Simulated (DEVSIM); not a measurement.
Structure: abrupt GaP n-p junction, at 300 K.

Layer 1 from the left is GaP, thickness (μm) 6.80, Nd (cm⁻³) 1.5e18, τn (s) 2e-6, τp (s) 2e-6. Layer 2 from the left is GaP, thickness (μm) 48.0, Na (cm⁻³) 6.8e16, τn (s) 2e-6, τp (s) 2e-6.

Left contact: ohmic. Right contact: ohmic. Voltage is applied to the left contact. Recombination: SRH at mid-gap. Mobility is constant in doping.

The device is made up for the run: typed textbook-type constants, with dimensions and the other settings drawn at random. Values at 300 K.

GaP: gap (eV) 2.26, affinity (eV) 3.8, permittivity 11.1, Nc (cm⁻³) 1.8e19, Nv (cm⁻³) 1.9e19, μn (cm²/Vs) 250, μp (cm²/Vs) 150.

DEVSIM, 1D drift-diffusion, Boltzmann statistics, complete ionisation; no tunnelling, impact ionisation, image-force lowering or self-heating.

Q: What does the simulation give for the dark forward voltage at 100 A/cm², the dark forward voltage at 1 A/cm², the largest field in the device at zero bias?

A: dark forward voltage at 100 A/cm² 2.070 V; dark forward voltage at 1 A/cm² 1.889 V; largest field in the device at zero bias 210000 V/cm.
